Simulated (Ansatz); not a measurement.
## TiN under a change: uniaxial strain ε_xx = −0.34 %

Base system: TiN in the rock salt structure (space group Fm-3m, No. 225; a = 4.234 Å; relaxed with 0.1 eV smearing). Axes: x, y, z lie along the cube axes.

Perturbation: uniaxial strain ε_xx = −0.34 %, all other strain components held at zero; the atoms relax in the strained cell.

Calculations: DFT with r2SCAN, PAW potentials and a 500 eV plane-wave cutoff in Ansatz (a program for electronic structure), scalar-relativistic without spin-orbit coupling, earlier PAW set. k-mesh 23×23×23 (Γ-centred); smearing 0.1 eV (Fermi–Dirac).

* **Volume per atom**: 9.45 Å³ (base 9.49 Å³)
* **Energy relative to the base (free energy F)**: +0.2 meV/atom
* **Pressure (mean of the normal stresses, compression positive)**: 1.0 GPa (base 0.0 GPa)
* **Band gap**: zero (base zero)
* **Stress (xx, yy, zz, yz, xz, xy; compression positive)**: (2.1, 0.5, 0.5, 0.0, 0.0, 0.0) GPa

Whether these cells are dynamically stable was not tested. All final runs are without spin polarisation. An odd electron count without spin: TiN.
